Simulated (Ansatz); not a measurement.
The reference is AlN in the zinc blende structure (space group F-43m, No. 216; a = 4.370 Å).

The values are results of r2SCAN, PAW, 500 eV (Ansatz, a quantum-chemistry and plane-wave program; scalar-relativistic without spin-orbit coupling), not measurements.

It is then changed as follows: an isotropic linear strain of −1.00 %, atoms relaxed at fixed cell.

What happens to the mean gap deformation potential ΔEg/Δln V?

The mean gap deformation potential ΔEg/Δln V is -0.8 eV.

What happens to the energy relative to the base?

The energy goes up by 6.4 meV/atom.

Stability against distortions was not tested. This is not the structure that AlN has at room temperature and ambient pressure.
